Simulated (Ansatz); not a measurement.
C on the 1x1 (0001) surface of hcp Co, ferromagnetic, one in a 1x1 cell, started at the site 'hollow Co-Co-Co over Co at depth 2.0 Å'

Method: PBE (plane waves to 420 eV, PAW; Ansatz, a first-principles code).

Slab: 5 atoms, 6.0 Å thick at the start under the adsorbate (thin: gaps and levels are the slab's own); k 14x14x1, smearing 0.1 eV, dipole-corrected; 2 atoms held, the rest relaxed; start symmetry kept, larger cells not searched; spin-polarised, no spin-orbit, no U, no dispersion correction. At the end it is bonded to 3 Co. In PBE it is, or lies within 0.03 eV of, the lowest of the starts that converged.

The adsorption energy against an atom of graphite is 2.33 eV, the work function of the top face is 5.38 eV and the change of the work function comes out as 0.41 eV. The change of the step from the bottom to the top vacuum level, against the clean slab comes out as 0.44 eV. The energy released by relaxation is 0.67 eV, the height of the binding atom over the mean of the host atoms within 0.3 Å of the top one is 1.028 Å and the magnetic moment of the cell comes out as 5.36 μB. The nearest host atoms of the binding atom comes out as Co at 1.77 Å, Co at 3.18 Å, Co at 5.39 Å and the largest move of a host atom is 0.15 Å. The cost comes out as about 4 core-minutes (a rough figure).

A negative adsorption energy means that the adsorbate is more stable on the surface than in its reference.
